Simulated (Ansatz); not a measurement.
Defect migration in zinc-blende InP: P vacancy, charge state +3. The step: one P atom jumps into the vacancy from a nearby P site (strongly reconstructed ends); the atom moves 4.31 Å along (0.00, -0.51, -0.51) of the unit cell; the moving atom starts with neighbours In at 2.51, 2 In at 2.58, In at 2.60 Å and ends with In at 2.51, 2 In at 2.58, In at 2.61 Å. DFT values are from Ansatz (plane-wave PAW, 420 eV unless said) in a cell of 64 host sites, spin-restricted, static, with no finite-size correction. The charge state is imposed; whether it is stable for some Fermi level was not computed. Forms of the defect that were not tried may lie lower. For the PBE band: the saddle point's order was not checked, and it lies on a symmetry element of the cell, where a band can be held.

```csv
Level,Forward barrier (eV),Cost of the band or of the saddle's single point
"PBE, one k-point at (0.250, 0.250, 0.250), band relaxed",1.66,very roughly 60 core-minutes
"PBE, a 2×2×2 k-point mesh shifted by half a step, same geometries",1.73,around 4 core-minutes (rough)
"r2SCAN at 500 eV, one k-point at (0.250, 0.250, 0.250), same geometries",?,about 2.5 core-minutes (a rough figure)
```

Task: Some entries are withheld; supply them.

Result: 
- r2SCAN at 500 eV, one k-point at (0.250, 0.250, 0.250), same geometries, Forward barrier (eV): 1.94

Ansatz is an electronic-structure program.
